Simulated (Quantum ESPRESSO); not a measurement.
A user runs Quantum ESPRESSO on LiMg₆Bi (Amm2, 8 atoms in the cell) and asks whether the run is sound. The aim is a self-consistent single point with DFT, PBEsol, plane waves, SSSP 1.1.2 efficiency (PBE) pseudopotentials.

The input file:

```fortran
&control
   calculation = 'scf',
   prefix = 'run',
   outdir = './work',
   pseudo_dir = './',
   tprnfor = .true.,
   tstress = .true.,
/
&system
   ibrav = 0,
   nat = 8,
   ntyp = 3,
   ecutwfc = 40,
   ecutrho = 320,
   occupations = 'smearing',
   smearing = 'mp',
   degauss = 0.0036749,
   nbnd = 15,
   input_dft = 'pbesol',
/
&electrons
   conv_thr = 1.0d-9,
   mixing_beta = 0.7,
/
ATOMIC_SPECIES
Li     6.9400  li_pbe_v1.4.uspp.F.UPF
Mg    24.3050  Mg.pbe-n-kjpaw_psl.0.3.0.UPF
Bi   208.9804  Bi_pbe_v1.uspp.F.UPF
ATOMIC_POSITIONS angstrom
Li    0.000000000    0.000000000    9.346123112
Mg    0.000000000   -1.681346294    6.468235129
Mg    0.000000000    1.681346294    6.468235129
Mg    0.000000000    0.000000000    3.742785467
Mg    2.558790000   -1.626248911    4.650933413
Mg    2.558790000    1.626248911    4.650933413
Mg    2.558790000    0.000000000    1.870610425
Bi    2.558790000    0.000000000    7.505352153
K_POINTS automatic
4 3 3  0 0 0
CELL_PARAMETERS angstrom
   5.117580000     0.000000000     0.000000000
   0.000000000     3.244840000     5.587915000
   0.000000000    -3.244840000     5.587915000
```

The program printed (abridged):

```
     file Mg.pbe-n-kjpaw_psl.0.3.0.UPF: wavefunction(s)  3S renormalized

     Message from routine setup:
     using ibrav=0 with symmetry is DISCOURAGED, use correct ibrav instead
     G-vector sticks info
     --------------------
   [... lines left out ...]
         3        Mg     tau(   3) = (   0.0000000   0.3285432   1.2639246  )
         4        Mg     tau(   4) = (   0.0000000   0.0000000   0.7313585  )
         5        Mg     tau(   5) = (   0.5000000  -0.3177769   0.9088150  )
         6        Mg     tau(   6) = (   0.5000000   0.3177769   0.9088150  )
         7        Mg     tau(   7) = (   0.5000000   0.0000000   0.3655264  )
         8        Bi     tau(   8) = (   0.5000000   0.0000000   1.4665823  )

     number of k points=    12  Methfessel-Paxton smearing, width (Ry)=  0.0037
                       cart. coord. in units 2pi/alat
        k(    1) = (   0.0000000   0.0000000   0.0000000), wk =   0.0555556
        k(    2) = (   0.0000000  -0.2628573   0.1526383), wk =   0.2222222
        k(    3) = (   0.0000000   0.0000000   0.3052767), wk =   0.1111111
   [... 9 lines left out ...]

     Dense  grid:   121141 G-vectors     FFT dimensions: (  60,  72,  72)

     Smooth grid:    42853 G-vectors     FFT dimensions: (  40,  50,  50)

     Initial potential from superposition of free atoms

     starting charge      28.5437, renormalised to      30.0000

     negative rho (up, down):  4.409E-02 0.000E+00
     Self-consistent Calculation

     iteration #  1     ecut=    40.00 Ry     beta= 0.70

     negative rho (up, down):  4.034E-02 0.000E+00

     total energy              =    -395.48883728 Ry
     estimated scf accuracy    <       0.59609467 Ry

     iteration #  2     ecut=    40.00 Ry     beta= 0.70

     negative rho (up, down):  4.325E-02 0.000E+00

     total energy              =    -395.70049087 Ry
     estimated scf accuracy    <       0.22544802 Ry

     iteration #  3     ecut=    40.00 Ry     beta= 0.70

     negative rho (up, down):  4.406E-02 0.000E+00

     total energy              =    -395.73942258 Ry
     estimated scf accuracy    <       0.00603710 Ry

   [... 13 blocks of this kind left out ...]

     iteration # 17     ecut=    40.00 Ry     beta= 0.70
     c_bands:  1 eigenvalues not converged

     negative rho (up, down):  4.428E-02 0.000E+00

     total energy              =    -395.75324337 Ry
     estimated scf accuracy    <          2.9E-09 Ry

     iteration # 18     ecut=    40.00 Ry     beta= 0.70
     c_bands:  1 eigenvalues not converged

     negative rho (up, down):  4.428E-02 0.000E+00
     End of self-consistent calculation

     the Fermi energy is     5.1664 ev

!    total energy              =    -395.75324338 Ry
     estimated scf accuracy    <          2.3E-11 Ry
     smearing contrib. (-TS)   =       0.00000000 Ry
     internal energy E=F+TS    =    -395.75324338 Ry

     convergence has been achieved in  18 iterations

     negative rho (up, down):  4.428E-02 0.000E+00

     Forces acting on atoms (cartesian axes, Ry/au):

     atom    1 type  1   force =     0.00000000    0.00000000   -0.00202453
     atom    2 type  2   force =     0.00000000    0.00463086    0.00104287
     atom    3 type  2   force =     0.00000000   -0.00463086    0.00104287
     atom    4 type  2   force =     0.00000000    0.00000000    0.00200108
   [... lines left out ...]
     Total force =     0.008595     Total SCF correction =     0.000005
   [... lines left out ...]

     negative rho (up, down):  4.428E-02 0.000E+00
          total   stress  (Ry/bohr**3)                   (kbar)     P=       -9.92
  -0.00001491   0.00000000   0.00000000           -2.19        0.00        0.00
   0.00000000  -0.00011074   0.00000000            0.00      -16.29        0.00
   0.00000000   0.00000000  -0.00007673            0.00        0.00      -11.29

   JOB DONE.
```

Q: Is anything amiss in this input, and did it matter?

A: The run is not sound. The fault is too few bands. Each band holds two electrons without spin (one with spinors), and smearing needs some empty bands above the Fermi level. To fix it, raise the band count or leave it to the default. The run converged in 18 iterations without an error; against the sound input the free energy goes up by 14.1 meV/atom, the pressure stays near -0.99 GPa while the xx stress (positive for compression) goes from -1.75 to -0.22 GPa and the largest force goes from 0.054 to 0.122 eV/Å. The full log also holds: “c_bands:  2 eigenvalues not converged”.

An input that runs soundly differs in these lines (not the only fix; some lines may just follow from the change or write a value another way):
```diff
-   nbnd = 15,
```

With that input, the run converged in 12 iterations: free energy E − TS -5384.6100 eV; Fermi level (on the code's own zero) 4.75 eV; pressure -0.90 GPa; largest force (vector length) 0.054 eV/Å (DFT, PBEsol, plane waves, SSSP 1.1.2 efficiency (PBE) pseudopotentials).

On the sound input: the starting cell comes from a database of computed structures (which also holds hypothetical and non-ambient phases and stackings), without a prior relaxation at this level. Spin-orbit coupling is off.
